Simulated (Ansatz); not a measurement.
Worked example: self-consistent single point of Sb (Pm-3m, 1 atom in the cell) in Ansatz (a first-principles code).

Level of theory: PBEsol, PAW files made with PBE (plane waves; Ansatz).

The change in words: lattice scaled by 0.98; basis.ecutrho_ratio: default → 10. Reference geometry:
```
CELL_PARAMETERS angstrom
      3.07409     0.00000     0.00000
      0.00000     3.07409     0.00000
      0.00000     0.00000     3.07409
ATOMIC_POSITIONS crystal
  Sb 0.00000 0.00000 0.00000
```

Reference input (self-consistent single point, DFT, PBEsol, plane waves, PAW files made with PBE): basis.ecutwfc = 420 eV; kpoints.mp_grid.grid = 11 11 11; hamiltonian.xc = pbesol; hamiltonian.pseudopotentials = {kind: paw} (the program's default PAW files); scf.occupations.method = gaussian; scf.occupations.width = 0.1 eV. This run's input differs from it in these lines:

Ansatz 0.2 input:
```diff
@@ -3,5 +3,5 @@
   lattice:
-    - [3.074090, 0.000000, 0.000000]
-    - [0.000000, 3.074090, 0.000000]
-    - [0.000000, 0.000000, 3.074090]
+    - [3.012608, 0.000000, 0.000000]
+    - [0.000000, 3.012608, 0.000000]
+    - [0.000000, 0.000000, 3.012608]
   atoms:
@@ -10,2 +10,3 @@
   ecutwfc: 420.0 eV
+  ecutrho_ratio: 10
 kpoints:
```

Log, with long lists cut:

```
SCF iter   1: F=—  HF=-6408.103762 eV  |F-HF|=—  |Δ(HF+E_count)|=         —  Δρ=1.32e-2  dr2=3.68e-2  ethr=3.10e-3  ⟨swp⟩=6.1  Hψ=4592  notcnv=0
all-band conjugate gradients solve this SCF's bands
preconditioner: auto → none
SCF iter   2: F=—  HF=-6408.101699 eV  |F-HF|=—  |Δ(HF+E_count)|=   2.06e-3  Δρ=8.68e-3  dr2=1.61e-2  ethr=2.45e-4  ⟨swp⟩=1.1  Hψ=1126  notcnv=0  defer=1
SCF iter   3: F=—  HF=-6408.101301 eV  |F-HF|=—  |Δ(HF+E_count)|=   3.98e-4  Δρ=4.92e-4  dr2=5.51e-5  ethr=1.08e-4  ⟨swp⟩=1.0  Hψ=646  notcnv=0  defer=1
SCF iter   4: F=—  HF=-6408.101325 eV  |F-HF|=—  |Δ(HF+E_count)|=   2.36e-5  Δρ=9.21e-5  dr2=1.40e-6  ethr=3.68e-7  ⟨swp⟩=2.0  Hψ=1054  notcnv=0  defer=1
SCF iter   5: F=-6408.101326 eV  HF=-6408.101326 eV  |F-HF|=9.00e-9  |Δ(HF+E_count)|=   1.20e-6  Δρ=1.84e-5  dr2=6.19e-8  ethr=6.67e-10  ⟨swp⟩=8.0  Hψ=3590  notcnv=0
SCF 1 converged in 5 iterations: F = -6408.101326 eV  dr2 = 6.19e-8
Stability not checked: this state was not tested for a lower state beside it, because too few of the mixer's solves of this state at the end of the SCF gave a …
Free energy (F): -6408.101326 eV
Internal energy: -6408.098286 eV  (E = F + TS)
E sigma→0 (E₀):  -6408.099806 eV
Entropy (-TS):   -0.003041 eV (-3.041 meV/atom)
Fermi energy:    11.384365 eV
--- Forces (eV/Å), atoms counted from 1 ---
  atom   1  Sb    -0.00000000     0.00000000     0.00000000
--- Stress (GPa, compression-positive) ---
        3.340503       0.000000       0.000000
        0.000000       3.340503       0.000000
        0.000000       0.000000       3.340503
  P = ⅓ Tr σ = 3.3405 GPa (33.405 kbar)
  The stress holds the Pulay correction. Without it, at fixed plane waves, as pw.x and ABINIT print it: P = 3.3229 GPa
```

The run converged in 5 iterations. Against the reference run the free energy goes up by 14.6 meV/atom and the pressure goes from -0.44 to 3.34 GPa.

The starting cell comes from a database of computed structures (which also holds hypothetical and non-ambient phases and stackings), without a prior relaxation at this level. Its lattice was rescaled by up to half a per cent. For this run, on top of that: lattice scaled by 0.98. Ansatz's pressure includes its estimate of the finite-basis (Pulay) stress.
